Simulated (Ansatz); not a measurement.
The reference is HgSe in the zinc blende structure (space group F-43m, No. 216; a = 6.133 Å).

Method: plane-wave PAW DFT at the PBEsol level (Ansatz, a program for electronic structure, 420 eV), no spin-orbit coupling.

Strains are applied to the cell and any free atomic positions relax.

One change was made to it. Results:

The energy increases by 43 meV/atom; the pressure goes from zero to 5.9 GPa.

Task: Which change produced these results?
A. isotropic strain +1.50 %
B. isotropic strain −3.00 %
C. isotropic strain +3.00 %
D. isotropic strain −1.00 %
E. isotropic strain −0.50 %

Result: B, isotropic strain −3.00 %. For comparison, the energy relative to the base in the other runs: isotropic strain +3.00 % gives +33 meV/atom; isotropic strain +1.50 % gives +8.8 meV/atom; isotropic strain −1.00 % gives +4.4 meV/atom; isotropic strain −0.50 % gives +1.1 meV/atom.

The mesh was chosen for an insulator and is coarse for the gapless case. Stability against distortions was not tested. All final runs are without spin polarisation.
